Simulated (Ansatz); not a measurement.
# GaN (model structure, started from the MgO type, Pm-3n, No. 223, 12 atoms in the cell)

The numbers are results of LDA (PAW; Ansatz, an electronic-structure program), not measurements.

Settings: plane-wave cutoff 520 eV, 6×6×6 k mesh, Fermi–Dirac smearing 0.01 eV, scalar-relativistic PAW data made under PBE.

Cell (relaxed with PBEsol):

Space group Pm-3n (No. 223); a = b = c = 5.5130 Å, α = β = γ = 90.00°

| atom | site | symmetry | x | y | z |
|---|---|---|---|---|---|
| Ga | 6c | -4m.2 | 0.0000 | 0.5000 | 0.2500 |
| N | 6d | -4m.2 | 0.0000 | 0.2500 | 0.5000 |

```json
{
 "band_gap": "1.55 eV (direct)"
}
```

Note: the relaxation could raise the start's symmetry but not lower it, so the cell can be a saddle point; cell and atoms aren't relaxed at this level (pressure -4.3 GPa).

Spin–orbit coupling is not included.

Static lattice: no zero-point or thermal effects.

It cost very roughly 40 core-seconds of CPU time.

A model structure was made by putting elements into a prototype or built by hand; it is no filed structure, need not be a known phase, and can be a saddle point held by its symmetry.
